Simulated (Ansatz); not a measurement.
We consider InAlN2 (model structure, started from the ScAlN2 type, P3m1, No. 156, 4 atoms in the cell), described by HSE06 (PAW; Ansatz, a first-principles code).

Settings: plane-wave cutoff 460 eV, 9×9×6 k mesh (along the axes of the cell as run), Fermi–Dirac smearing 0.01 eV, scalar-relativistic PAW data made under PBE.

Cell (relaxed with PBEsol):

```xyz
4
Lattice="3.3064 0.0000 0.0000 -1.6532 2.8635 0.0000 0.0000 0.0000 5.4470" Properties=species:S:1:pos:R:3 pbc="T T T"
In     0.0000     1.9090     0.0404
N      0.0000     1.9090     2.2157
Al     1.6532     0.9545     2.7594
N      1.6532     0.9545     4.6257
```

### Question
Predict the band gap.

### Answer

* **band gap**: 2.09 eV (on the SCF k mesh)

Note: the relaxation could raise the start's symmetry but not lower it, so the cell can be a saddle point; cell and atoms aren't relaxed at this level (pressure -0.8 GPa).

Spin–orbit coupling is not included.

The computed numbers hold no vibrational or temperature effects.

A model structure was made by putting elements into a prototype or built by hand; it is no filed structure, need not be a known phase, and can be a saddle point held by its symmetry.
